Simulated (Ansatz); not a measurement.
**PtAl2: energy against volume**

PtAl2 (fluorite, Fm-3m, 17.086 Å³/atom and stress up to 0.01 GPa in the relaxed cell, cube axes along x, y and z) under an equal strain ε along all three axes. PBEsol in Ansatz, a plane-wave DFT program (PAW, default set), 420 eV, 17×17×17 Γ-centred mesh, Fermi-Dirac smearing 0.10 eV; ions are relaxed, or left where forces stay under 0.02 eV/Å, within the symmetry of each cell.

Here V stands for volume and E for E less E0.

```csv
volume (Å³/atom),E less E0 (meV/atom),pressure (GPa)
15.5942,?,?
16.0815,28.27,9.60
16.3289,15.58,6.95
16.5788,6.76,4.47
16.8313,1.63,2.16
17.0863,0.00,0.00
17.3439,1.71,-2.01
17.6040,6.58,-3.88
17.8668,14.45,-5.61
18.1321,25.17,-7.22
```

Q: Fit E against V with the third-order Birch-Murnaghan form, a cubic in V^(-2/3), and predict the withheld value at V = 15.5942.

A: With u = V^(-2/3) - 0.151, the rows have u = 0.005958, 0.004368, 0.002803, 0.001261, -0.000258, -0.001754, -0.003228, -0.004681, -0.006111. Least squares gives E = 0.042 + 333.4·u + 733453·u² + 984511·u³. Residuals (row less fit): -0.003, 0.006, -0.001, -0.001, -0.005, 0.002, 0.005, -0.002, 0.000; standard error 0.004 (degrees of freedom: 5). Its minimum lies at u = -0.000227, so V0 = (0.150773)^(-3/2) = 17.08. There d²E/du² = 1466000 and d³E/du³ = 5907000, so B0 = (4/9) × 17.08^(-7/3) × 1466000 × 0.160218 = 139 GPa (the last factor turns the table's units into GPa), and B0' = 4 + (2/3) × 0.150773 × (5907000)/1466000 = 4.4. B0' rests on the cubic coefficient alone and has a standard error of 0.1 from these residuals. At the withheld row, u = 0.009211, so E = 0.042 + 333.4 × 0.009211 + 733453 × 0.009211² + 984511 × 0.009211³ = 66.110 meV/atom. The calculation gives 66.06 meV/atom, 0.050 meV/atom below the prediction (0.1 % of the range of E in the table). The row lies outside the fitted rows, so this is an extrapolation. The scatter of the fitted rows lies at the last printed digit.

In a metal these values are sensitive to mesh and smearing; energies are taken to zero smearing, stresses follow the free energy. The runs aren't spin-polarised. Spin-orbit coupling is left out, which can shift these values for the heavy elements here. Other structures, which can take over under pressure, weren't tried. The same form fitted to the pressure column gives B0' = 4.4; series where the two differ by over 0.4 aren't shown. Rows are the converged runs of the series near zero and its far end, less any whose ions stayed unrelaxed beside relaxed ones; series whose fitted rows scatter by over a few per cent of the range, as at a crossing or softening among them, aren't shown in this form.
